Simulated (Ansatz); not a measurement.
System: corundum Ga₂O₃ (metastable phase). Method: PBE-D4 (plane waves, PAW; Ansatz, a quantum-chemistry and plane-wave program).

Numerical settings: plane-wave cutoff 520 eV, 8×8×8 k mesh, Fermi–Dirac smearing 0.01 eV, scalar-relativistic PAW data made under PBE.

Computed at the level's own relaxed cell.

Task: What does this level give for the c axis length, equilibrium volume per atom, pressure derivative B′ of the bulk modulus and equilibrium lattice constant a?

Result: 
c axis length: 13.490 Å
equilibrium volume per atom: 9.82 Å³/atom
pressure derivative B′ of the bulk modulus: 4.5
equilibrium lattice constant a: 5.021 Å

Measured, for comparison: lattice parameter c 13.433 Å, lattice constant a 4.982 Å (temperature not stated, not corrected to a static lattice; as tabulated in Marezio, Remeika, J. Chem. Phys. 46, 1862 (1967) (COD 1538347)). Computed (rounded) less measured: lattice parameter c +0.4 %, lattice constant a +0.8 %.

Note: the bulk modulus comes from volumes at which shape and atoms were relaxed.

Computed values are for the static lattice.
